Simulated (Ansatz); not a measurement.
The reference is NaVSe2 (space group R-3m, No. 166; a = 3.707 Å, c = 20.420 Å (hexagonal axes); ferromagnetic; a model cell, its experimental status unchecked).

The values are results of Ansatz (a first-principles code) PBEsol, scalar-relativistic without spin-orbit coupling, not measurements.

For the base:

The c/a ratio is 5.509. The magnetic state is ferromagnetic, the density comes out as 4.75 g/cm³ and the shortest interatomic distance is 2.553 Å. The largest site moment is 1.81 μB.

One thing is altered: full substitution Se → Br, then cell and atoms are relaxed.

Tabulated Pauling electronegativity and covalent radius: Se 2.55, 1.20 Å; Br 2.96, 1.20 Å.

Problem. What does the calculation give for the c/a ratio after the change?

Solution. The c/a ratio falls by 0.831, from 5.509 to 4.678.

Problem. Estimate the effect on the magnetic state.

Solution. The magnetic state remains ferromagnetic.

Problem. Predict the new density.

Solution. The density decreases by 0.67 g/cm³, from 4.75 g/cm³ to 4.08 g/cm³.

Problem. Estimate the effect on the shortest interatomic distance.

Solution. The shortest interatomic distance increases by 0.1884 Å, from 2.553 Å to 2.742 Å.

Problem. Estimate the effect on the largest site moment.

Solution. The largest site moment increases by 1.215 μB, from 1.81 μB to 3.03 μB.

The magnetic state is the one reached from the starting moments; the real material's order can differ, and small cells can't hold many antiferromagnetic ones. Whether these cells are dynamically stable was not tested. As relaxed here, NaVBr2 is a hypothetical phase, not in the database extracts checked. No Hubbard U is applied, and correlation can decide whether such a compound is a metal.
